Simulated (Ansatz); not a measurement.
Band structure of HfO2 (Fm-3m, 3 atoms in the cell).

```
CELL_PARAMETERS angstrom
      0.00000     2.54178     2.54178
      2.54178     0.00000     2.54178
      2.54178     2.54178     0.00000
ATOMIC_POSITIONS crystal
  Hf 0.00000 0.00000 0.00000
  O  0.25000 0.25000 0.25000
  O  0.75000 0.75000 0.75000
```

Level of theory: PBE (plane waves, PAW; Ansatz, a first-principles code).

Settings: kpoints.mp_grid.grid = 9 9 9; hamiltonian.xc = pbe; hamiltonian.pseudopotentials = {kind: paw} (the program's default PAW files); scf.occupations.method = fermi_dirac; scf.occupations.width = 0.02 eV; kpoints.band_path.npoints = 8.

The starting cell has typed, rounded lattice constants, without a prior relaxation at this level. Its lattice was rescaled by a random factor within 2.5 % of one. Spin-orbit coupling is off.

Question: Predict the gap along the standard path and the places of the band edges.

Answer: The gap along the path is 3.77 eV, direct at X to within 0.01 eV. Another conduction valley lies within 0.1 eV, so the order of the valleys is not sure.

Levels in eV from the top of the valence band on the path, bands 16 to 22:
| point | 16 | 17 | 18 | 19 | 20 | 21 | 22 |
|---|---|---|---|---|---|---|---|
| Γ | -5.34 | -0.61 | -0.61 | -0.61 | 3.86 | 3.86 | 5.72 |
| X | -3.46 | -1.57 | -1.57 | 0.00 | 3.77 | 5.47 | 6.57 |
| W | -2.57 | -2.57 | -1.43 | -0.21 | 4.78 | 5.12 | 7.02 |
| K | -3.34 | -2.26 | -1.35 | -0.34 | 4.29 | 5.39 | 6.85 |
| L | -3.09 | -2.71 | -1.83 | -1.83 | 4.58 | 4.58 | 6.92 |
| U | -3.34 | -2.26 | -1.35 | -0.34 | 4.29 | 5.39 | 6.85 |

Keys are those of Ansatz 0.2.
